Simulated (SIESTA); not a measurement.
**Worked example: self-consistent single point of InSe (C2/m, 4 atoms in the cell) in SIESTA**

Method of the run: GGA PBEsol, numerical atomic orbitals DZP, PseudoDojo PBEsol standard norm-conserving potentials (rewritten from UPF to PSML) run with SIESTA.

The input file:

```
# files in the folder: In.psml Se.psml (PseudoDojo PBEsol standard)
SystemName  InSe
SystemLabel inse

NumberOfAtoms                4
NumberOfSpecies              2
%block ChemicalSpeciesLabel
  1 49 In
  2 34 Se
%endblock ChemicalSpeciesLabel
LatticeConstant              1.0 Bohr
%block LatticeVectors
    11.010290844   -3.882725782    0.000000000
    11.010290844    3.882725782    0.000000000
    -3.256436529    0.000000000    9.016548524
%endblock LatticeVectors
AtomicCoordinatesFormat      Bohr
%block AtomicCoordinatesAndAtomicSpecies
    -0.642004009   -0.000000000    8.594213391  1
    19.406149168   -0.000000000    0.422335133  1
     6.388507884    0.000000000    2.984838223  2
    12.375637274   -0.000000000    6.031710301  2
%endblock AtomicCoordinatesAndAtomicSpecies

XC.functional                GGA
XC.authors                   PBEsol
PAO.BasisSize                DZP
PAO.EnergyShift              0.01 Ry
MeshCutoff                   300 Ry
%block kgrid.MonkhorstPack
    5   0   0  0.0
    0   5   0  0.0
    0   0   4  0.0
%endblock kgrid.MonkhorstPack
OccupationFunction           FD
ElectronicTemperature        10 K

MaxSCFIterations             150
SCF.Mixer.Method             Broyden
SCF.Mixer.Weight             0.1
SCF.Mixer.History            6
SCF.DM.Tolerance             1.0E-05
Diag.ParallelOverK           true
WriteForces                  true
```

Log, with long lists cut:

```
reinit: Reading from file input.fdf

reinit: System Name: InSe
reinit: System Label: inse

coor:   Atomic-coordinates input format  =     Cartesian coordinates
coor:                                            (in Bohr units)

siesta: Atomic coordinates (Bohr) and species
siesta:     -0.64200  -0.00000   8.59421  1        1
siesta:     19.40615  -0.00000   0.42234  1        2
siesta:      6.38851   0.00000   2.98484  2        3
siesta:     12.37564  -0.00000   6.03171  2        4

siesta: System type = bulk

initatomlists: Number of atoms, orbitals, and projectors:      4    72    72

siesta: ******************** Simulation parameters ****************************
redata: Spin configuration                          = none
redata: Time-Reversal Symmetry                      = T
redata: Number of Atomic Species                    =        2
redata: Mesh Cutoff                                 =   300.0000 Ry
redata: Net charge of the system                    =     0.0000 |e|
redata: Min. number of SCF Iter                     =        0
redata: Max. number of SCF Iter                     =      150
redata: SCF convergence failure will abort job
redata: SCF mix quantity                            = Hamiltonian
redata: Mix DM or H after convergence               =   F
redata: Recompute H after scf cycle                 =   F
redata: Mix DM in first SCF step                    =   T
redata: No kicks to SCF
redata: DM Mixing Weight for Kicks                  =     0.5000
redata: Require Harris convergence for SCF          =   F
redata: Harris energy tolerance for SCF             =     0.000100 eV
redata: Require DM convergence for SCF              =   T
redata: DM tolerance for SCF                        =     0.000010
redata: Require EDM convergence for SCF             =   F
redata: EDM tolerance for SCF                       =     0.001000 eV
redata: Require H convergence for SCF               =   T
redata: Hamiltonian tolerance for SCF               =     0.001000 eV
redata: Require (free) Energy convergence for SCF   =   F
redata: (free) Energy tolerance for SCF             =     0.000100 eV
redata: Using DFT-D3 dispersion                     =   F
redata: Using Saved Data (generic)                  =   F
redata: Method of Calculation                       = Diagonalization
redata: Electronic Temperature                      =    10.0000 K
redata: Number of TDED substeps                     =        3
redata: Dynamics option                             = Single-point calculation
redata: Save all siesta data in one NC              =   F
redata: ***********************************************************************

%block SCF.Mixers
  Broyden
%endblock SCF.Mixers

%block SCF.Mixer.Broyden
  # Mixing method
  method broyden

  # Mixing options
  weight 0.1000
  weight.linear 0.1000
  weight.prime 0.1000
  history 6
%endblock SCF.Mixer.Broyden

DM_history_depth set to one: no extrapolation allowed by default for geometry relaxation
Size of DM history Fstack: 1
Total number of electrons:    58.000000
Total ionic charge:    58.000000

* ProcessorY, Blocksize:    1  64

* Orbital distribution balance (max,min):    72    72

k-point displ. along   3 input, could be:     0.00    0.50
 Kpoints in:           60 . Kpoints trimmed:           53

siesta: k-grid: Number of k-points = 53
siesta: k-points from Monkhorst-Pack grid
siesta: k-cutoff (effective) =    10.146 Ang
siesta: k-point supercell and displacements
siesta: k-grid:     5     0     0      0.000
siesta: k-grid:     0     5     0      0.000
siesta: k-grid:     0     0     4      0.000

diag: Algorithm                                     = D&C
diag: Parallel over k                               =   F
diag: Use parallel 2D distribution                  =   F
diag: Parallel block-size                           = 64
diag: Parallel distribution                         =     1 x     1
diag: Used triangular part                          = Lower
diag: Absolute tolerance                            =  0.100E-15
diag: Orthogonalization factor                      =  0.100E-05
diag: Memory factor                                 =  1.0000

superc: Internal auxiliary supercell:     7 x     7 x     5  =     245
superc: Number of atoms, orbitals, and projectors:    980  17640  17640

                        Single-point calculation

superc: Internal auxiliary supercell:     7 x     7 x     5  =     245
superc: Number of atoms, orbitals, and projectors:    980  17640  17640

outcell: Unit cell vectors (Ang):
        5.826395   -2.054650    0.000000
        5.826395    2.054650    0.000000
       -1.723232    0.000000    4.771352

outcell: Cell vector modules (Ang)   :    6.178063    6.178063    5.073000
outcell: Cell angles (23,13,12) (deg):    108.6842    108.6842     38.8499
outcell: Cell volume (Ang**3)        :    114.2376
new_DM -- step:     1
Initializing Density Matrix...

Attempting to read DM from file... Failed...
DM filled with atomic data:

InitMesh: MESH = 60 x 60 x 64 = 230400
InitMesh: Mesh cutoff (required, used) =   300.000   331.323 Ry

stepf: Fermi-Dirac step function

        iscf     Eharris(eV)        E_KS(eV)     FreeEng(eV)     dDmax    Ef(eV) dHmax(eV)
   scf:    1   -10196.903685   -10195.464917   -10195.464917  1.259519 -2.836518  4.932202
   scf:    2   -10196.249275   -10195.872428   -10195.872428  0.029511 -2.873794  3.962486
   scf:    3   -10196.742849   -10196.456316   -10196.456316  0.095916 -3.093382  1.038805
   scf:    4   -10196.535396   -10196.503865   -10196.503865  0.038525 -3.583677  0.233868
   scf:    5   -10196.506364   -10196.505284   -10196.505284  0.007403 -3.647441  0.058448
   scf:    6   -10196.506509   -10196.506083   -10196.506083  0.004674 -3.691196  0.015473
   [... 3 lines left out ...]
   scf:   10   -10196.506121   -10196.506120   -10196.506120  0.000045 -3.702753  0.002945
   scf:   11   -10196.506121   -10196.506121   -10196.506121  0.000050 -3.703874  0.001539
   scf:   12   -10196.506121   -10196.506121   -10196.506121  0.000037 -3.704623  0.000610
   scf:   13   -10196.506121   -10196.506121   -10196.506121  0.000018 -3.704936  0.000293
   scf:   14   -10196.506121   -10196.506121   -10196.506121  0.000008 -3.705054  0.000228

SCF Convergence by DM+H criterion
max |DM_out - DM_in|         :     0.0000081397
max |H_out - H_in|      (eV) :     0.0002278433
SCF cycle converged after 14 iterations

Using DM_out to compute the final energy and forces

siesta: E_KS(eV) =           -10196.5061

siesta: E_KS - E_eggbox =    -10196.5061

siesta: Atomic forces (eV/Ang):
     1   -0.471610    0.000000    0.101173
     2    0.471610    0.000000   -0.101173
     3   -0.033140    0.000000    0.472548
     4    0.033140   -0.000000   -0.472548
   Tot    0.000000    0.000000   -0.000000
   Max    0.472548
   Res    0.275999    sqrt( Sum f_i^2 / 3N )
   Max    0.472548    constrained

Stress tensor Voigt[x,y,z,yz,xz,xy] (kbar):        1.56       -7.20        1.65       -0.00       -5.65       -0.00
(Free)E + p*V (eV/cell)   -10196.4112
Target enthalpy (eV/cell)   -10196.5061

siesta: Program's energy decomposition (eV):
siesta: Ebs     =     -1562.677590
siesta: Eions   =     11404.815759
siesta: Ena     =       669.766642
siesta: Ekin    =      6548.019538
siesta: Enl     =     -3663.917666
siesta: Eso     =         0.000000
siesta: Edftu   =         0.000000
siesta: DEna    =        37.257413
siesta: DUscf   =         1.008718
siesta: DUext   =         0.000000
siesta: Ex      =     -2240.103314
siesta: Ec      =      -143.721693
siesta: Exc     =     -2383.825007
siesta: Eharris =    -10196.506121
siesta: Etot    =    -10196.506121
siesta: FreeEng =    -10196.506121

siesta: Atomic forces (eV/Ang):
siesta:      1   -0.471610    0.000000    0.101173
siesta:      2    0.471610    0.000000   -0.101173
siesta:      3   -0.033140    0.000000    0.472548
siesta:      4    0.033140   -0.000000   -0.472548
siesta: ----------------------------------------
siesta:    Tot    0.000000    0.000000   -0.000000

siesta: Stress tensor (static) (eV/Ang**3):
siesta:     0.000975    0.000000   -0.003527
siesta:    -0.000000   -0.004497    0.000000
siesta:    -0.003526   -0.000000    0.001029

siesta: Cell volume =        114.237642 Ang**3

siesta: Pressure (static):
siesta:                Solid            Molecule  Units
siesta:           0.00000905         -0.00014298  Ry/Bohr**3
siesta:           0.00083095         -0.01312803  eV/Ang**3
siesta:           1.33133529        -21.03341991  kBar
```

The run converged in 14 iterations.

The starting cell comes from a database of computed structures (which also holds hypothetical and non-ambient phases and stackings), without a prior relaxation at this level. Values carry the incompleteness of an atom-centred basis.
